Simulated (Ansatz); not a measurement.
# Mo: isotropic strain −1.00 %

The reference is Mo in the bcc (W type) structure (space group Im-3m, No. 229; a = 3.161 Å; relaxed with 0.1 eV smearing).

It is then changed as follows: the cell is scaled by 0.9900 in all directions, atoms relaxed at fixed cell.

Computed with Kohn–Sham DFT with the PBE functional, run in Ansatz (a first-principles code) with PAW and 420 eV plane waves, no spin-orbit coupling. k-mesh 29×29×29 (Γ-centred); smearing 0.1 eV (Fermi–Dirac).

* **Volume per atom**: 15.33 Å³ (base 15.79 Å³)
* **Energy relative to the base (free energy F)**: +12 meV/atom
* **Band gap**: zero (base zero)

Final structure:

```yaml
crystal:
  lattice:
    - [-1.56477, 1.56477, 1.56477]
    - [1.56477, -1.56477, 1.56477]
    - [1.56477, 1.56477, -1.56477]
  atoms:
    - { symbol: Mo, position: [0.00000, 0.00000, 0.00000] }
```

Stability against distortions was not tested. All final runs are without spin polarisation.
